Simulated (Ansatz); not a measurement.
Take TiO₂ in the anatase structure (space group I4_1/amd, No. 141; a = 3.739 Å, c = 9.455 Å) as the base. Axes: x, y, z lie along a, b, c of the conventional cell.

Level of theory: DFT with LDA, PAW potentials and a 420 eV plane-wave cutoff in Ansatz (a quantum-chemistry and plane-wave program), scalar-relativistic without spin-orbit coupling.

Now apply this change: the cell is stretched by 3.00 % along z with no lateral relaxation, atoms relaxed at fixed cell.

### Question
Predict the new largest internal atomic displacement, energy relative to the base and stress.

### Answer
The largest internal atomic displacement amounts to 0.034 Å; the energy increases by 6.2 meV/atom; the stress (xx, yy, zz, yz, xz, xy; compression positive) comes out as (-4.59, -4.59, -5.94, 0.00, 0.00, 0.00) GPa.

The cells carry an imposed strain or load. Stability against distortions was not tested. The final runs are not spin-polarised.
